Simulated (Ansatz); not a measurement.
What pressure 0.9 GPa does to BeSe

Consider BeSe in the zinc blende structure (space group F-43m, No. 216; a = 5.178 Å).

The change: cell and atoms relaxed at a pressure of 0.9 GPa.

Computed with PBE (Ansatz, an electronic-structure program, PAW, no spin-orbit coupling), earlier PAW set. Γ-centred 11×11×11 mesh, Fermi–Dirac width 0.05 eV.

```json
[
 {"quantity": "volume per atom", "base": "17.35 Å³", "changed": "17.15 Å³", "shift": "-0.20 Å³"},
 {"quantity": "density", "base": "4.21 g/cm³", "changed": "4.26 g/cm³", "shift": "+0.05 g/cm³"},
 {"quantity": "lattice parameter a", "base": "5.178 Å", "changed": "5.157 Å", "shift": "-0.0202 Å"},
 {"quantity": "shortest interatomic distance", "base": "2.242 Å", "changed": "2.233 Å", "shift": "-0.009 Å"},
 {"quantity": "band gap", "base": "2.67 eV", "changed": "2.65 eV", "shift": "-0.02 eV"},
 {"quantity": "gap character", "base": "indirect, Γ → X", "changed": "indirect, Γ → X", "shift": "–"},
 {"quantity": "smallest direct gap", "base": "4.22 eV", "changed": "4.31 eV", "shift": "+0.09 eV"},
 {"quantity": "width of the top valence band", "base": "3.20 eV", "changed": "3.25 eV", "shift": "+0.05 eV"},
 {"quantity": "electron mass", "base": "0.90 mₑ along k, 0.27 mₑ across (at X)", "changed": "0.89 mₑ along k, 0.27 mₑ across (at X)", "shift": "–"},
 {"quantity": "hole mass (degenerate bands, along [100])", "base": "0.24, 0.48, 0.48 mₑ (at Γ)", "changed": "0.24, 0.48, 0.48 mₑ (at Γ)", "shift": "–"}
]
```

Load acts through the strain it causes; cell and atoms are relaxed under it. Masses are band curvatures over ±0.01 Å⁻¹ around the edge. Along k means along the line from Γ to the band edge. No phonon test of stability was made.
